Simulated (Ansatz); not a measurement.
The starting structures come from a database of crystals and need not be the phases stable at ambient conditions.

Tunnelling through a barrier is set by its complex band structure: the current falls as exp(−2κd) with the smallest κ.

Given:

```xyz
4
Lattice="4.6758 0.0000 0.0000 2.2923 4.0753 0.0000 0.0000 0.0000 7.6369" Properties=species:S:1:pos:R:3 pbc="T T T"
Cd     1.0559     0.6175     0.0013
Cd     5.9122     3.4578     3.8197
Te     5.6986     3.3328     0.9533
Te     1.2695     0.7425     4.7718
```

Space group of this cell: Cmc2_1. The cell is taken as given; by LDA its mean pressure is -3.7 GPa.

Transport runs along the normal of the first two printed cell vectors.

No gap correction and no spin-orbit coupling; mid-gap values are interpolated between computed energies.

Give the band gap and the smallest decay constant κ at mid-gap that LDA (Ansatz, a first-principles code) yields.

Gap 0.35 eV on a 8×8×4 mesh; κ = 0.028 1/Å, at the zone centre.
